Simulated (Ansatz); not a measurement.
Cubic perovskite CsCdF3, treated with B3LYP (VWN-RPA form) (plane waves, PAW; Ansatz, a first-principles code).

Settings: plane-wave cutoff 460 eV, 6×6×6 k mesh, Fermi–Dirac smearing 0.01 eV, scalar-relativistic PAW data made under PBE.

Computed points:

```tsv
V (Å³/atom)	E − E_lowest (meV/atom)
17.878	8.85
18.510	0.84
18.819	0.00
19.290	2.09
19.760	7.73
```

Q: Fit the third-order Birch–Murnaghan equation and give B0 and B′.

A: V0 = 18.805 Å³/atom, B0 = 56.3 GPa, B′ = 4.9 (fit to the energies at full precision).

Note: the relaxation could not lower the start's symmetry, so the cell can be a saddle point above a distorted one.

Spin–orbit coupling is not included.
